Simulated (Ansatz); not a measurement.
GaSb under a change: isotropic strain −1.00 %

Start from GaSb in the zinc blende structure (space group F-43m, No. 216; a = 6.0488 Å).

Perturbation: the cell is scaled by 0.9900 in all directions, atoms relaxed at fixed cell.

Method: LDA/PAW in Ansatz (a quantum-chemistry and plane-wave program), no spin-orbit coupling. k-mesh 13×13×13 (Γ-centred); smearing 0.05 eV (Fermi–Dirac).

The volume per atom drops by 0.82 Å³, from 27.66 Å³ to 26.84 Å³ and the space group remains F-43m (No. 216). The shortest interatomic distance falls by 0.026 Å to 2.593 Å and the energy goes up by 4.5 meV/atom. The pressure goes from zero to 1.80 GPa and the band gap rises by 0.22 eV (0.07 eV → 0.29 eV) (uncertain: the Fermi level lies in a band; the base alone).

Spin-orbit coupling, missing from the scalar runs, can matter with Sb. Whether these cells are dynamically stable was not tested. The zero or small gap of GaSb can change with the level of theory.
